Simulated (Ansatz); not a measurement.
Consider SnS in the GeS type structure (space group Pnma, No. 62; a = 11.155 Å, b = 4.000 Å, c = 4.261 Å). Axes: x, y, z lie along a, b, c of the conventional cell.

All numbers come from plane-wave PAW DFT at the PBE-D3(BJ) level (Ansatz, a program for electronic structure, 420 eV), scalar-relativistic without spin-orbit coupling, earlier PAW set.

Modification: uniaxial strain ε_zz = +2.81 %, all other strain components held at zero; the atoms relax in the strained cell.

Task: Predict the stress tensor and what it implies for the stiffness.

Result: Stress of the strained cell less that of the base (GPa, compression positive):
```
  -0.57    0.00    0.00
   0.00   -0.91    0.00
   0.00    0.00   -1.04
```

Then −Δσ_ii/ε with ε = 0.0281 gives secant stiffness values (nonlinear terms included at this strain): C33 ≈ 37 GPa, C13 ≈ 20 GPa and C23 ≈ 32 GPa.

No phonon test of stability was made.
